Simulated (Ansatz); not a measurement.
## Y: pressure series

Base system: Y in the hcp (Mg type) structure (space group P6_3/mmc, No. 194; a = 3.656 Å, c = 5.679 Å).

Cell and atoms are relaxed at each pressure.

Computed with DFT with PBE, PAW potentials and a 420 eV plane-wave cutoff in Ansatz (a quantum-chemistry and plane-wave program), without spin-orbit coupling, earlier PAW set.

Candidates:
(a) pressure 7 GPa
(b) pressure 100 GPa
(c) pressure −2 GPa
(d) pressure 15 GPa

For the base:

The c/a ratio is 1.553.

Task: Order them by c/a ratio, lowest first.

Result: (c) pressure −2 GPa (1.554), (a) pressure 7 GPa (1.561), (d) pressure 15 GPa (1.580), (b) pressure 100 GPa (1.702)

Load acts through the strain it causes; cell and atoms are relaxed under it. No phonon test of stability was made. Competing high-pressure phases were not computed. The final runs are not spin-polarised.
